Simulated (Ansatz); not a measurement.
Take SiC (space group P6_3mc, No. 186; a = 3.0781 Å, c = 10.0762 Å) as the base.

One thing is altered: 0.165 electrons added to each cell, a density of 2.0×10^21 cm⁻³, with a uniform compensating background at fixed cell and a 300 K Fermi–Dirac width.

Method: Kohn–Sham DFT with the PBEsol functional, run in Ansatz (a first-principles code) with PAW and 420 eV plane waves, no spin-orbit coupling, earlier PAW set.

Base, band edges from the VBM (valence, conduction): K -1.68, 3.86; H -2.47, 3.12; M -1.13, 2.12; L -1.56, 2.53; A -0.21, 5.23; Γ 0.00, 5.02 eV.

Give the band edges at the high-symmetry points of the new zone, measured from its valence-band maximum.


```csv
point,valence edge (eV),conduction edge (eV)
Γ,0.00,5.02
M,-1.13,2.10
K,-1.68,3.85
A,-0.21,5.22
L,-1.57,2.52
H,-2.48,3.10
```

The gap is 2.10 eV, indirect, Γ → M.

Charged cell with a jellium background: band edges are those of the host's band count, energies are not comparable with the neutral cell, and many-body gap narrowing is missing. Stability against distortions was not tested.
